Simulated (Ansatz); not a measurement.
Given:

```yaml
crystal:
  lattice:
    - [4.00238, 0.00000, 0.00000]
    - [0.00000, 4.00238, 0.00000]
    - [0.00000, 0.00000, 5.71802]
  atoms:
    - { symbol: P, position: [0.50000, 0.00000, 0.22868] }
    - { symbol: P, position: [0.00000, 0.50000, 0.77132] }
    - { symbol: Ga, position: [0.00000, 0.00000, 0.00000] }
    - { symbol: In, position: [0.50000, 0.50000, 0.50000] }
```

No spin polarisation.

All numbers come from r2SCAN (Ansatz, a first-principles code), without spin-orbit coupling. Γ-centred 8×8×6 mesh, Fermi–Dirac width 0.05 eV.

Task: Predict the valence-band top at Γ, band gap and gap character.

Result: 
- Valence-band top at Γ (three highest levels, from the VBM): 0.00, 0.00, -0.19 eV
- Band gap: 1.36 eV
- Gap character (in this cell's own zone, which can be folded): direct at Γ

These are small ordered cells, not random alloys; other orderings at the same x differ. Whether these cells are dynamically stable was not tested. The cell was made from GaP by this change: x(In) = 0.5, 4 atoms, P-4m2.
